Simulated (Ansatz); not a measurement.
Base system: Sr in the fcc (Cu type) structure (space group Fm-3m, No. 225; a = 5.9225 Å).

Level of theory: plane-wave PAW DFT at the PBEsol level (Ansatz, a quantum-chemistry and plane-wave program, 420 eV), spin-orbit coupling left out.

For the base:

The lattice parameter a is 5.923 Å and the band gap is zero.

Now apply this change: a hydrostatic pressure of 0.3 GPa.

### Question
Estimate the effect on the lattice parameter a.

### Answer
The lattice parameter a drops by 0.047 Å (5.923 Å → 5.876 Å).

### Question
Estimate the effect on the band gap.

### Answer
The band gap is still zero.

Load acts through the strain it causes; cell and atoms are relaxed under it. Whether these cells are dynamically stable was not tested. Gaps under 0.05 eV, about the width of the smearing, are given as zero.
